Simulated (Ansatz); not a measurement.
# Response to strain in TiC

Start from TiC in the rock salt structure (space group Fm-3m, No. 225; a = 4.293 Å; relaxed with 0.1 eV smearing). Axes: x, y, z lie along the cube axes.

Strains are applied to the cell and any free atomic positions relax.

Method: plane-wave PAW DFT at the PBEsol level (Ansatz, a program for electronic structure, 420 eV), spin-orbit coupling left out.

Notes on the quantities. pressure: mean of the normal stresses, compression positive; energy relative to the base: free energy F.

```tsv
change	pressure	energy relative to the base	shortest interatomic distance
base	0.0 GPa	0 meV/atom	2.147 Å
uniaxial strain ε_zz = −3.00 %	9.2 GPa	+17 meV/atom	2.082 Å
uniaxial strain ε_zz = −2.00 %	5.8 GPa	+7.4 meV/atom	2.104 Å
uniaxial strain ε_zz = −1.00 %	(withheld)	+1.8 meV/atom	(withheld)
uniaxial strain ε_zz = −0.50 %	(withheld)	+0.4 meV/atom	2.136 Å
uniaxial strain ε_zz = +0.50 %	-1.3 GPa	+0.4 meV/atom	2.147 Å
uniaxial strain ε_zz = +1.00 %	-2.6 GPa	+1.6 meV/atom	2.147 Å
uniaxial strain ε_zz = +2.00 %	-4.9 GPa	+6.4 meV/atom	2.147 Å
uniaxial strain ε_zz = +2.50 %	(withheld)	+9.8 meV/atom	2.147 Å
uniaxial strain ε_zz = +3.00 %	-7.0 GPa	+14 meV/atom	2.147 Å
```

Fill in the withheld entries from the trend.


- uniaxial strain ε_zz = −1.00 %, pressure: 2.8 GPa
- uniaxial strain ε_zz = −1.00 %, shortest interatomic distance: 2.125 Å
- uniaxial strain ε_zz = −0.50 %, pressure: 1.4 GPa
- uniaxial strain ε_zz = +2.50 %, pressure: -6.0 GPa

Whether these cells are dynamically stable was not tested. The final runs are not spin-polarised.
